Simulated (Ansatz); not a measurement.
The reference is HgTe in the zinc blende structure (space group F-43m, No. 216; a = 6.5728 Å). Axes: x, y, z lie along the cube axes.

Method: DFT with r2SCAN, PAW potentials and a 500 eV plane-wave cutoff in Ansatz (an electronic-structure program), no spin-orbit coupling.

Base values:

| Quantity | Value |
|---|---|
| Pressure | 0.0 GPa |

Now apply this change: uniaxial strain ε_zz = +1.50 %, all other strain components held at zero; the atoms relax in the strained cell.

Task: What does the calculation give for the energy relative to the base after the change?

Result: The energy increases by 1.2 meV/atom.

Task: Estimate the effect on the pressure.

Result: The pressure (mean of the normal stresses, compression positive) goes from zero to -0.6 GPa.

Whether these cells are dynamically stable was not tested. The final runs are not spin-polarised.
